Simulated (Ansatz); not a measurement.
# B₂CO (model structure, I-42d, No. 122, 8 atoms in the cell)

Method: LDA in Ansatz (PAW).

Run with plane-wave cutoff 520 eV, 12×12×12 k mesh, Fermi–Dirac smearing 0.01 eV, scalar-relativistic PAW data made under PBE.

Cell (relaxed at this level):

```
B2CO
1.0
   -1.83463     1.83463     3.69650
    1.83463    -1.83463     3.69650
    1.83463     1.83463    -3.69650
C O B
2 2 4
Cartesian
  0.00000   0.00000   0.00000
  0.00000   1.83463   1.84825
  0.00000   0.00000   3.69650
  1.83463   0.00000   1.84825
  0.85282   0.91731   0.92412
  0.98181   0.91731   4.62062
 -0.91731   0.98181   2.77237
  0.91731  -0.98181   2.77237
```

```
Item                                Value
------------  ---------------------------
band gap      2.87 eV (on the SCF k mesh)
bulk modulus                      309 GPa
```

Note: the bulk modulus is −V dP/dV from two relaxed cells at ±2 % in volume; the relaxation could raise the start's symmetry but not lower it, so the cell can be a saddle point.

Computing time: roughly 2.2 core-minutes.

A model structure was made by putting elements into a prototype or built by hand; it is no filed structure, need not be a known phase, and can be a saddle point held by its symmetry.

Ansatz is a program for electronic structure.
